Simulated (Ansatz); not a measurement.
**Sn2Pt: element substitutions**

Take Sn₂Pt (space group Fm-3m, No. 225) as the base.

```
CELL_PARAMETERS angstrom
      0.00000     3.22758     3.22758
      3.22758     0.00000     3.22758
      3.22758     3.22758     0.00000
ATOMIC_POSITIONS crystal
  Sn 0.75000 0.75000 0.75000
  Sn 0.25000 0.25000 0.25000
  Pt 0.00000 0.00000 0.00000
```

Each row replaces one element on all its sites; cell and atoms are relaxed.

Computed with DFT with PBEsol, PAW potentials and a 420 eV plane-wave cutoff in Ansatz (a program for electronic structure), spin-orbit coupling left out.

```json
[
 {"change": "base", "density": "10.68 g/cm³", "shortest interatomic distance": "2.795 Å"},
 {"change": "Pt → S", "density": "5.64 g/cm³", "shortest interatomic distance": "2.954 Å"},
 {"change": "Pt → Si", "density": "5.84 g/cm³", "shortest interatomic distance": "2.905 Å"},
 {"change": "Pt → Se", "density": "6.05 g/cm³", "shortest interatomic distance": "3.044 Å"}
]
```

Stability against distortions was not tested. As relaxed here, Sn2S, Sn2Si and Sn2Se are hypothetical phases, not in the database extracts checked. The final runs are not spin-polarised.
